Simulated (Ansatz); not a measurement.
Start from Hf in the hcp (Mg type) structure (space group P6_3/mmc, No. 194).

```xyz
2
Lattice="3.1591 0.0000 0.0000 -1.5795 2.7358 0.0000 0.0000 0.0000 4.9999" Properties=species:S:1:pos:R:3 pbc="T T T"
Hf     0.0000     1.8239     3.7500
Hf     1.5795     0.9119     1.2500
```

Calculations: PBEsol, PAW, 420 eV (Ansatz, a program for electronic structure; without spin-orbit coupling).

For the base:

| Item | Value |
|---|---|
| Lattice parameter a | 3.159 Å |

The change: a hydrostatic pressure of 1.8 GPa.

### Question
What does the calculation give for the lattice parameter a after the change?

### Answer
The lattice parameter a falls by 0.017 Å (3.159 Å → 3.142 Å).

Load acts through the strain it causes; cell and atoms are relaxed under it. No phonon test of stability was made. All final runs are without spin polarisation.
